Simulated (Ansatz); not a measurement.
Base system: ZnSe in the zinc blende structure (space group F-43m, No. 216; a = 5.633 Å). Axes: x, y, z lie along the cube axes.

Level of theory: PBEsol (Ansatz, a quantum-chemistry and plane-wave program), without spin-orbit coupling.

For the base:

| Property | Result |
|---|---|
| Pressure | 0.00 GPa |
| Valley order | Γ 1.24 eV; L along ⟨111⟩ 2.48 eV |

Modification: compressive biaxial strain of 0.83 % in the plane normal to [111], as in epitaxy on a mismatched substrate; the out-of-plane cell vector and the atoms relax.

What does the calculation give for the out-of-plane strain, pressure and valley order after the change?

The out-of-plane strain is +0.55 %; the pressure (mean of the normal stresses, compression positive) goes from zero to 0.75 GPa; the valley order (the lowest conduction-band minima on the path, energy above the VBM, named in the base's zone) becomes Γ 1.25 eV; L along [1-11] 2.43 eV; L along [111] 2.58 eV; X along [100] 2.74 eV (base: Γ 1.24 eV; L along ⟨111⟩ 2.48 eV).

The levels and masses belong to the bands next to the band gap. Whether these cells are dynamically stable was not tested.
